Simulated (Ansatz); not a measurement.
The parent structure is ZnSnN₂ (space group Pna2_1, No. 33; a = 5.834 Å, b = 6.713 Å, c = 5.467 Å).

Computed with plane-wave PAW DFT at the PBEsol level (Ansatz, an electronic-structure program, 420 eV), no SOC.

Base values:

```
Quantity                               Value
---------------------  ---------------------
Band gap                             0.15 eV
Valence-band top at Γ  0.00, -0.04, -0.09 eV
```

The change: a negative pressure, −1 GPa.

### Question
What does the calculation give for the band gap after the change?

### Answer
The band gap drops by 0.016 eV (0.15 eV → 0.14 eV).

### Question
Estimate the effect on the valence-band top at Γ.

### Answer
The valence-band top at Γ (three highest levels, from the VBM) goes from 0.00, -0.04, -0.09 eV to 0.00, -0.04, -0.08 eV.

Load acts through the strain it causes; cell and atoms are relaxed under it. No phonon test of stability was made. The zero or small gap of ZnSnN2 can change with the level of theory.
